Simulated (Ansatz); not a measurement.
An Ansatz (a program for electronic structure) run: NaF with a change (uniaxial strain ε_zz = +2.50 %); Ansatz, PBEsol, PAW, cutoff 420 eV, no SOC.

Input:

Ansatz 0.2 input:
```yaml
crystal:
  lattice:
    - [0, 2.3145355864, 2.3723989761]
    - [2.3145355864, 0, 2.3723989761]
    - [2.3145355864, 2.3145355864, 0]
  atoms:
    - { symbol: Na, position: [0, 0, 0] }
    - { symbol: F, position: [0.5, 0.5, 0.5] }
basis: { ecutwfc: 420, ecutrho_ratio: 4, xc_grid: 2, fft_grid_basis: typed }
kpoints: { mp_grid: { grid: [12, 12, 12] } }
hamiltonian:
  xc: pbesol
  dispersion: none
  pseudopotentials: { kind: paw }
scf: { occupations: { method: fermi_dirac, width: 0.05 }, convergence: { dr2_threshold: 0.0000000002 } }
relax: { f_tol: 0.005, max_steps: 50 }
output: { forces: true, stress: true }
checkpoint: { write: state.ck, write_every: 1000 }
```

Output:

```
Relaxation: its limit of steps is 50 (relax.max_steps)
WARN ansatz: RAYON_NUM_THREADS=1 ignored (pool sized by the plan → 1); use --threads N
Pseudopotentials: kind: paw
Pseudopotential: Na, paw, valence charge 9
Pseudopotential: F, paw, valence charge 7
Functional definition: PBEsol
Crystal: 2 atoms, lattice volume = 25.418 Å³
Basis set: ecut = 420 eV, 531 PW (Γ), exchange–correlation on 48×48×48 points (8 copies of the dense FFT grid, shifted against one another)
Bands: 12, of which v1, the nominal top of the filled ones, is band 8 counted from 1 (7 counted from 0)
Symmetry: 16 space group operations
Space group: I4/mmm (ITA 139), of the structure as read, at distance tolerance 2.9e-5 Å
k-points: 163 of 1728
PAW frozen core: Na, regenerated for the run's functional, and the local potential with it
PAW frozen core: F, regenerated for the run's functional, and the local potential with it
Initial density: superposition of atomic densities (neutral atoms: chi_scale 0, normalization atom), corrected by the library's trained network
Initial wavefunctions: pseudopotential atomic-orbital guess
Eigensolver: davidson
Functional: x = pbesol(κ = 0.804, μ = 0.12345679012345678), c = pbesol(β = 0.046)
SCF iter   1: F=—  HF=-2278.925190 eV  |F-HF|=—  |Δ(HF+E_count)|=         —  Δρ=1.13e-2  dr2=1.98e-2  ethr=1.77e-3  ⟨swp⟩=5.2  Hψ=10881  notcnv=0
all-band conjugate gradients solve this SCF's bands
preconditioner: auto → none
SCF iter   2: F=—  HF=-2278.919058 eV  |F-HF|=—  |Δ(HF+E_count)|=   6.13e-3  Δρ=5.00e-3  dr2=3.55e-3  ethr=1.24e-4  ⟨swp⟩=2.0  Hψ=4410  notcnv=0
SCF iter   3: F=—  HF=-2278.917976 eV  |F-HF|=—  |Δ(HF+E_count)|=   1.08e-3  Δρ=4.64e-4  dr2=3.45e-5  ethr=2.22e-5  ⟨swp⟩=2.0  Hψ=2972  notcnv=0
SCF iter   4: F=—  HF=-2278.917999 eV  |F-HF|=—  |Δ(HF+E_count)|=   2.25e-5  Δρ=1.05e-4  dr2=6.43e-7  ethr=2.16e-7  ⟨swp⟩=2.0  Hψ=3258  notcnv=0
SCF iter   5: F=—  HF=-2278.918002 eV  |F-HF|=—  |Δ(HF+E_count)|=   3.13e-6  Δρ=4.98e-5  dr2=4.25e-7  ethr=4.02e-9  ⟨swp⟩=2.0  Hψ=3094  notcnv=0
SCF iter   6: F=—  HF=-2278.918002 eV  |F-HF|=—  |Δ(HF+E_count)|=   8.76e-8  Δρ=8.03e-6  dr2=1.07e-8  ethr=2.66e-9  ⟨swp⟩=2.0  Hψ=2383  notcnv=0
SCF iter   7: F=-2278.918002 eV  HF=-2278.918002 eV  |F-HF|=1.45e-10  |Δ(HF+E_count)|=   1.05e-9  Δρ=1.04e-6  dr2=1.91e-10  ethr=1.25e-12  ⟨swp⟩=3.0  Hψ=7664  notcnv=0
SCF 1 converged in 7 iterations: F = -2278.918002 eV  dr2 = 1.91e-10
relax step   1: F+E_penalty+E_count = -2278.91800158 eV  Δ(F+E_penalty+E_count) = +0.000e0 eV  max|allowed force component| = 1.282e-29 eV/Å  Δτ_max = 0.0000 Å  (7 SCF iters, accepted)
the relaxation is at rest under the 16 symmetry operations that the run kept from its start: a minimum is not shown …
SCF converged after 7 iterations
Free energy (F): -2278.918002 eV
Harris-Foulkes:  -2278.918002 eV  (|F-HF|=1.45e-10)
Internal energy: -2278.918002 eV  (E = F + TS)
E sigma→0 (E₀):  -2278.918002 eV
Fermi energy:    3.914205 eV
--- Per-component energies (eV) ---
  E_band       = -235.883921
  E_kinetic    = 328.221467
  E_local      = -1704.988716  (includes V_loc(G=0)·N_el)
  E_nonlocal   = 189.769763
  E_hartree    = 604.004538
  E_xc         = -118.012151
  E_vxc        = -152.340161  (∫ρ·V_xc dr)
  E_paw        = -446.992516  (= ΣΔE_a)
  E_vpaw       = -104.557825  (= ΣTr[D̂ρ^β])
  E_aug_tail   = 0.001987  (compensation charges beyond the density's cutoff)
  E_ewald      = -1131.019509
  E_core_change = 0.097136  (= ΣΔE_core)
  E_smearing   = -0.000000  (= −TS)
  E_closure    = 0.000000  (closes the sum)
  Σ components = -2278.918002   (vs F -2278.918002, Δ=0.00e0)
  [band-id]    e_kinetic+e_local+e_nonlocal+2·e_hartree+e_vxc+e_vpaw+e_augmentation_tail = -235.884409   (vs E_band -235.883921, Δ=-4.88e-4)
--- Forces (eV/Å), atoms counted from 1 ---
  atom   1  Na    -0.00000000     0.00000000    -0.00000000
  atom   2  F      0.00000000     0.00000000     0.00000000
  max |Σ_I F_I| component: 2.48e-29 eV/Å
--- Stress (GPa, compression-positive) ---
       -0.527052       0.000000       0.000000
        0.000000      -0.527052       0.000000
        0.000000       0.000000      -2.139703
  P = ⅓ Tr σ = -1.0646 GPa (-10.646 kbar)
  The stress holds the Pulay correction. Without it, at fixed plane waves, as pw.x and ABINIT print it: P = -1.5550 GPa
  The stress includes an estimate of the error left by incomplete SCF convergence (largest component 0.0008 GPa).
--- Band table ---
  band table: none
--- Relaxed structure (1 steps of the walk, 1 accepted, 0 SCFs on fresh bases) ---
  F+E_penalty+E_count = -2278.91800158 eV   max|allowed force component| = 1.282e-29 eV/Å
  atoms:
    - { symbol: Na, position: [0.0, 0.0, 0.0] }
    - { symbol: F, position: [0.5, 0.5, 0.5] }
```

Whether these cells are dynamically stable was not tested. The cell was made from NaF in the rock salt structure (space group Fm-3m, No. 225) by this change: uniaxial strain ε_zz = +2.50 %.
